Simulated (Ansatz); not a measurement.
Consider CsPbCl3 in the cubic perovskite structure (space group Pm-3m, No. 221; a = 5.6188 Å).

Level of theory: DFT with PBEsol, PAW potentials and a 420 eV plane-wave cutoff in Ansatz (an electronic-structure program), no SOC.

One thing is altered: the cell is scaled by 1.0120 in all directions; the atoms relax in the strained cell.

### Question
What does the calculation give for the mean gap deformation potential ΔEg/Δln V after the change?

### Answer
The mean gap deformation potential ΔEg/Δln V is +4.2 eV.

Spin-orbit coupling, missing from the scalar runs, can matter with Pb. Whether these cells are dynamically stable was not tested. Many cubic perovskites are stable only at high temperature; tilts and polar distortions were not tested. This is not the structure that CsPbCl3 has at room temperature and ambient pressure.
